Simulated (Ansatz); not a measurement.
NaBH4 (within 0.1 Å of P4₂/nmc, No. 137, 12 atoms in the cell; start mp-1101862)

These are r²SCAN-D4 (PAW; Ansatz, an electronic-structure program) values and carry that method's errors.

Numerical settings: plane-wave cutoff 500 eV, 10×10×8 k mesh (along the axes of the cell as run), gaussian smearing 0.02 eV, scalar-relativistic PAW data made under PBE.

Cell (relaxed at this level):

```cif
data_H8B2Na2
_chemical_formula_sum 'Na2 B2 H8'
_space_group_name_H-M_alt 'P 1'
_space_group_IT_number 1
_cell_length_a 4.27653
_cell_length_b 4.27653
_cell_length_c 5.78860
_cell_angle_alpha 90.000
_cell_angle_beta 90.000
_cell_angle_gamma 90.000
loop_
_space_group_symop_operation_xyz
  'x, y, z'
loop_
_atom_site_label
_atom_site_type_symbol
_atom_site_fract_x
_atom_site_fract_y
_atom_site_fract_z
_atom_site_occupancy
Na1 Na 0.50000 0.50000 0.50000 1
Na2 Na 0.00000 0.00000 0.00000 1
B1 B 0.50000 0.50000 0.00000 1
B2 B 0.00000 0.00000 0.50000 1
H1 H 0.26664 0.50026 0.87929 1
H2 H 0.50026 0.73336 0.12071 1
H3 H 0.73336 0.49974 0.87929 1
H4 H 0.49974 0.26664 0.12071 1
H5 H 0.76664 0.99974 0.62071 1
H6 H 0.00026 0.76664 0.37929 1
H7 H 0.23336 0.00026 0.62071 1
H8 H 0.99974 0.23336 0.37929 1
```

For NaBH4 (within 0.1 Å of P4₂/nmc, No. 137, 12 atoms in the cell; start mp-1101862), the band gap is 6.83 eV (on the SCF k mesh).

Note: a distance lies near a switch of the dispersion term, which can move the cell.

Static lattice: no zero-point or thermal effects.

It cost about 4 core-minutes (a rough figure) of CPU time.

A start named mp-… is a Materials Project structure, which need not be a measured phase.
